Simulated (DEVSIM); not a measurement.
Device: Pt/SiO2/p-Si capacitor, at 400 K.

```
layer (left to right)  material  thickness (nm)  Na (cm⁻³)
---------------------  --------  --------------  ---------
1                          SiO2            9.10          -
2                            Si             750     5.9e17
```

Metal gate on the left, work function 5.6 eV. Fixed charge at the semiconductor interface 1.3e10 cm⁻² (in units of +e); no interface traps.

This is a model device: material constants are rounded textbook-type values typed into the input, and sizes, dopings and lifetimes were drawn at random. Values at 300 K; Nc and Nv go as T^1.5, mobilities as T to minus their exponent, the gap by Varshni's rule with the affinity fixed.

| parameter | SiO2 | Si |
|---|---|---|
| gap (eV) | 9 | 1.124 |
| affinity (eV) | 0.9 | 4.05 |
| permittivity | 3.9 | 11.7 |
| Nc (cm⁻³) | - | 2.86e19 |
| Nv (cm⁻³) | - | 3.1e19 |
| Varshni α (eV/K) | - | 0.000473 |
| Varshni β (K) | - | 636 |

DEVSIM, 1D Poisson equation in equilibrium, Boltzmann statistics, complete ionisation; no quantum confinement or tunnelling. Metal contacts follow the ideal Schottky-Mott rule: no Fermi-level pinning, no interface dipoles.

### Question
Tabulate band edges, carrier densities and field at 1.8 V on the gate.

### Answer
Energies count from the Fermi level of the right contact; mesh points crowd at the junctions.

| x (μm) | Ec (eV) | Ev (eV) | n (cm⁻³) | p (cm⁻³) | field (V/cm) |
|---|---|---|---|---|---|
| 0.000 | 2.900 | -6.100 | < 1e2 | < 1e2 | 820000 |
| 0.001026 | 2.984 | -6.016 | < 1e2 | < 1e2 | 820000 |
| 0.002613 | 3.114 | -5.886 | < 1e2 | < 1e2 | 820000 |
| 0.005135 | 3.321 | -5.679 | < 1e2 | < 1e2 | 820000 |
| 0.007788 | 3.538 | -5.462 | < 1e2 | < 1e2 | 820000 |
| 0.008927 | 3.632 | -5.368 | < 1e2 | < 1e2 | 820000 |
| 0.009804 | 0.515 | -0.582 | 1.4e13 | 2.2e12 | 270000 |
| 0.01259 | 0.586 | -0.510 | 1.8e12 | 1.8e13 | 240000 |
| 0.01678 | 0.680 | -0.416 | 1.2e11 | 2.7e14 | 210000 |
| 0.02531 | 0.822 | -0.274 | 1.9e9 | 1.7e16 | 130000 |
| 0.04210 | 0.932 | -0.165 | 8.1e7 | 4.0e17 | 21000 |
| 0.09019 | 0.945 | -0.151 | 5.5e7 | 5.9e17 | ≈ 0 |
| 0.1643 | 0.945 | -0.151 | 5.5e7 | 5.9e17 | ≈ 0 |
| 0.3152 | 0.945 | -0.151 | 5.5e7 | 5.9e17 | ≈ 0 |
| 0.5689 | 0.945 | -0.151 | 5.5e7 | 5.9e17 | ≈ 0 |
| 0.6629 | 0.945 | -0.151 | 5.5e7 | 5.9e17 | ≈ 0 |
| 0.7107 | 0.945 | -0.151 | 5.5e7 | 5.9e17 | ≈ 0 |
| 0.7342 | 0.945 | -0.151 | 5.5e7 | 5.9e17 | ≈ 0 |
| 0.7494 | 0.945 | -0.151 | 5.5e7 | 5.9e17 | ≈ 0 |
| 0.7548 | 0.945 | -0.151 | 5.5e7 | 5.9e17 | ≈ 0 |
| 0.7575 | 0.945 | -0.151 | 5.5e7 | 5.9e17 | ≈ 0 |
| 0.7591 | 0.945 | -0.151 | 5.5e7 | 5.9e17 | ≈ 0 |
